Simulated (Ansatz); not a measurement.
Data:

End structure of a constructed model of the (111)B surface of zinc-blende AlAs, As-terminated, 2x2 Al adatom at H3 (bottom of the slab: 3 H on 4 bottom sites):

```xyz
36
Lattice="8.1015 0.0000 0.0000 -4.0507 7.0161 0.0000 0.0000 0.0000 29.5000" Properties=species:S:1:pos:R:3 pbc="T T T"
Al     1.9690     1.2019     9.6169
Al     6.1335     1.2016     9.6252
Al     0.0007     4.6116     9.6252
Al     4.0565     4.6741    10.2748
As     0.0016     2.3378    10.5722
As     4.0506     2.2709    10.5293
As    -1.9668     5.8808    10.5293
As     1.9716     5.8778    10.5381
Al     0.0000     2.3387    13.0257
Al     4.0507     2.3387    13.0257
Al    -2.0254     5.8467    13.0257
Al     2.0254     5.8467    13.0257
As     0.0000     0.0000    13.8525
As     4.0507     0.0000    13.8525
As    -2.0254     3.5080    13.8525
As     2.0254     3.5080    13.8525
Al     0.0199     0.0090    16.3398
Al     4.0303     0.0118    16.3408
Al    -2.0286     3.5099    16.3250
Al     2.0275     3.4863    16.3398
As     2.0245     1.1699    17.3366
As     6.0764     1.1657    17.0916
As     0.0033     4.6789    17.0916
As     4.0462     4.6800    17.0982
Al     2.0253     1.1694    19.9218
Al     6.0753     0.9961    19.5438
Al     0.1496     4.7647    19.5438
Al     3.8981     4.7655    19.5486
As    -0.0997     2.3963    20.4370
As     4.1497     2.3967    20.4380
As    -2.0261     5.7321    20.4380
As     2.0224     5.8485    20.7078
H      2.0089     1.1788     8.0266
H      6.0942     1.1607     8.0352
H      0.0165     4.6660     8.0352
Al    -2.0252     3.5080    21.4726
```

Set-up: 36 atoms, 13.2 Å thick at the start with caps and adatoms (thin: gaps and levels are the slab's own); mesh 3x3x1; 0.025 eV smearing; dipole correction on; 8 atoms held, the rest relaxed; start symmetry kept, larger cells not searched; no spin, no spin-orbit, no U. In PBE it is, or lies within 0.01 eV a 1x1 cell of, the lowest of the 3 structures of its composition computed so far; subsurface sites and larger cells were not tried.

Task: Estimate the gap of the slab on its k-mesh that PBE in Ansatz (a first-principles code) returns for this input.

Result: 0.67 eV

Task: Estimate the highest filled level below the top vacuum level that PBE returns for this input.

Result: 5.02 eV
